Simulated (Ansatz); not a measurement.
# What Ga vacancy, symmetric start does to GaSb

Start from a 24-atom supercell of GaSb in the zinc blende structure (space group F-43m, No. 216; a = 6.111 Å) at its relaxed geometry.

Modification: one Ga atom is removed, atoms relaxed at fixed cell.

All numbers come from PBEsol (Ansatz, a quantum-chemistry and plane-wave program; PAW; 420 eV plane waves; without spin-orbit coupling). Settings: 5×4×5 k-points, 0.05 eV Fermi–Dirac smearing.

```json
[
 {"quantity": "pressure", "base": "0.0 GPa", "changed": "-2.0 GPa", "shift": "-2.0 GPa"},
 {"quantity": "energy gained by relaxation", "base": "–", "changed": "0.35 eV", "shift": "–"},
 {"quantity": "largest displacement of a host atom from its site in the perfect cell", "base": "–", "changed": "0.37 Å", "shift": "–"}
]
```

In so small a cell the defect repeats every few ångströms: this is an ordered compound, not a dilute defect. The defect started on the symmetric site and kept its symmetry, so it may sit on a saddle. The final runs are not spin-polarised. The defect cell is not spin-polarised.
